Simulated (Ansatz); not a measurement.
We consider corundum Ga2O3 (metastable phase), described by PBE0 (Ansatz, a first-principles code, PAW).

Settings: plane-wave cutoff 460 eV, 6×6×6 k mesh, Fermi–Dirac smearing 0.01 eV, scalar-relativistic PAW data made under PBE.

Cell (measured lattice):

```xyz
10
Lattice="0.0000 2.8752 -4.4767 2.4900 -1.4376 -4.4767 -2.4900 -1.4376 -4.4767" Properties=species:S:1:pos:R:3 pbc="T T T"
Ga     0.0000     0.0000   -11.4908
Ga     0.0000     0.0000    -4.7758
Ga     0.0000     0.0000    -1.9392
Ga     0.0000     0.0000    -8.6542
O     -1.7360     0.1317    -5.5958
O      0.7540    -1.5693    -5.5958
O      1.7360    -0.1317    -7.8342
O     -0.9820    -1.4376    -7.8342
O     -0.7540     1.5693    -7.8342
O      0.9820     1.4376    -5.5958
```

Question: Give the computed band gap and smallest direct gap on the k points sampled.

Answer: 
* **band gap**: 5.36 eV (on the SCF k mesh) (indirect)
* **smallest direct gap on the k points sampled**: 5.61 eV

Note: cell and atoms aren't relaxed at this level (largest force component 0.07 eV/Å, pressure 0.2 GPa).

Spin–orbit coupling is not included.

Computed values are for the static lattice.

The result took very roughly 5 core-minutes.
